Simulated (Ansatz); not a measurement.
For Pt3AlN (model structure, started from the Ni3MgC type, Pm-3m, No. 221, 5 atoms in the cell), PBEsol (plane waves, PAW; Ansatz, a first-principles code) gives:

```
Property              Value
------------------  -------
lattice constant a  4.135 Å
bulk modulus B0     220 GPa
```

**Question.** What does r²SCAN in Ansatz (PAW) give for the same quantities?

**Answer.** 
- lattice constant a: 4.157 Å (rises by 0.5 %)
- bulk modulus: 212 GPa (drops by 3.6 %)

Changes are worked out from the printed values.

Unless a cell is named, each level is at its own relaxed cell (PBEsol 14.14, r²SCAN 14.37 Å³/atom).

Levels without +SOC leave out spin–orbit coupling, which shifts energies and cells of such heavy elements.

Caveats: the bulk modulus is −V dP/dV from two relaxed cells at ±2 % in volume (PBEsol, r²SCAN). Ansatz's density-functional and Hartree–Fock values are scalar-relativistic unless marked +SOC, with PAW data made under PBE.

A model structure was made by putting elements into a prototype or built by hand; it is no filed structure, need not be a known phase, and can be a saddle point held by its symmetry.
